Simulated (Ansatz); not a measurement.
Base system: SiC (space group P6_3mc, No. 186).

```yaml
crystal:
  lattice:
    - [3.05845, 0.00000, 0.00000]
    - [-1.52923, 2.64870, 0.00000]
    - [0.00000, 0.00000, 10.01200]
  atoms:
    - { symbol: Si, position: [0.00000, 0.00000, 0.50031] }
    - { symbol: Si, position: [0.00000, 0.00000, 0.00031] }
    - { symbol: Si, position: [0.33333, 0.66667, 0.25025] }
    - { symbol: Si, position: [0.66667, 0.33333, 0.75025] }
    - { symbol: C, position: [0.00000, 0.00000, 0.31286] }
    - { symbol: C, position: [0.00000, 0.00000, 0.81286] }
    - { symbol: C, position: [0.33333, 0.66667, 0.06221] }
    - { symbol: C, position: [0.66667, 0.33333, 0.56221] }
```

All numbers come from LDA in Ansatz (plane waves to 420 eV, PAW, without spin-orbit coupling).

Perturbation: every lattice vector is stretched by 3.00 %, atoms relaxed at fixed cell.

Task: How does this affect the mean gap deformation potential ΔEg/Δln V?

Result: The mean gap deformation potential ΔEg/Δln V amounts to -0.3 eV.

Task: What does the calculation give for the energy relative to the base after the change?

Result: The energy increases by 54 meV/atom.

The cells carry an imposed strain or load. Gaps are read on the SCF mesh and a high-symmetry path. Whether these cells are dynamically stable was not tested.

Ansatz is an electronic-structure program.
